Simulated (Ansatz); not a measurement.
Structures of equal composition on the (111)A surface of zinc-blende InSb (In plane on top): 2x2 Sb adatom at H3; 2x2 Sb adatom at T1; 2x2 Sb adatom at T4. The slabs share one bottom face, and each structure is named by its start. These are constructed structures in small cells; real faces may alloy, dewet or reconstruct in larger ones, and not all known structures of the face are among them. Slabs of about 16 Å with all that they carry, Fermi-Dirac smearing of 0.025 eV. Bottom of the slabs: H caps. Relaxed from the named starts with such symmetry as they have, on meshes of like density; energies extrapolated to zero smearing; no spin-orbit coupling, no U. Spin-polarised runs, if any, are marked in brackets, and their order is one that fits the cell; the others ran without spin.

Host crystal: zinc-blende InSb, a metal or without a clear band gap (PBE, scalar-relativistic without spin-orbit coupling).

Level of theory: PBE (plane waves to 420 eV, PAW; Ansatz, a quantum-chemistry and plane-wave program).

Task: Order them by energy per 1x1 cell (lowest first) at the level PBE.

Result: 2x2 Sb adatom at H3 (0.000 eV, no gap over 0.04 eV on the mesh), 2x2 Sb adatom at T4 (0.020 eV (1 Sb–Sb bonds broke), no gap over 0.04 eV on the mesh), 2x2 Sb adatom at T1 (0.439 eV, no gap over 0.04 eV on the mesh)
